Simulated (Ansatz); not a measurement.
An Ansatz (an electronic-structure program) input (Ansatz PBEsol, without spin-orbit coupling):

Ansatz 0.2 input:
```yaml
crystal:
  lattice:
    - [0, 2.961260845, 2.961260845]
    - [2.961260845, 0, 2.961260845]
    - [2.961260845, 2.961260845, 0]
  atoms:
    - { symbol: Sr, position: [0, 0, 0] }
basis: { ecutwfc: 420, ecutrho_ratio: 4, xc_grid: 2, fft_grid_basis: typed }
kpoints: { mp_grid: { grid: [14, 14, 14] } }
hamiltonian:
  xc: pbesol
  dispersion: none
  pseudopotentials: { kind: paw }
scf: { occupations: { method: fermi_dirac, width: 0.05 }, convergence: { dr2_threshold: 0.0000000001 } }
output: { forces: true, stress: true }
```

Task: Which symmetry and how many k-points will the program report, and about how many plane waves at Γ?

Result: Space group Fm-3m (ITA 225) with 48 operations, k-points 104 of 2744, and 965 plane waves at Γ.

Whether these cells are dynamically stable was not tested. The cell is Sr in the fcc (Cu type) structure (space group Fm-3m, No. 225).
